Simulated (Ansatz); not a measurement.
The reference is MgSe in the rock salt structure (space group Fm-3m, No. 225; a = 5.472 Å).

Level of theory: Ansatz (a program for electronic structure), r2SCAN, PAW, cutoff 500 eV, no SOC.

Base values:

```
Property                        Result
-----------------------------  -------
Width of the top valence band  2.47 eV
```

Now apply this change: a hydrostatic pressure of 3 GPa.

What happens to the mean gap deformation potential ΔEg/Δln V?

The mean gap deformation potential ΔEg/Δln V amounts to -1.7 eV.

Predict the new width of the top valence band.

The width of the top valence band goes up by 0.13 eV to 2.60 eV.

Load acts through the strain it causes; cell and atoms are relaxed under it. Whether these cells are dynamically stable was not tested.
